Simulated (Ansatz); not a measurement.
Consider CdSe in the wurtzite structure (space group P6_3mc, No. 186; a = 4.3019 Å, c = 7.0210 Å). Axes: x lies along a and z along c of the hexagonal cell.

Calculations: Ansatz (an electronic-structure program) PBEsol, no SOC.

Before the change:

| Property | Result |
|---|---|
| Band gap | 0.54 eV |

One thing is altered: biaxial strain −1.20 %, plane normal [001], relaxed out of plane (Cartesian); in-plane vectors clamped, the third vector and the atoms free.

**Question.** What happens to the band gap and out-of-plane strain?

**Answer.** The band gap falls by 0.02 eV (0.54 eV → 0.52 eV); the out-of-plane strain amounts to +1.12 %.

Stability against distortions was not tested.
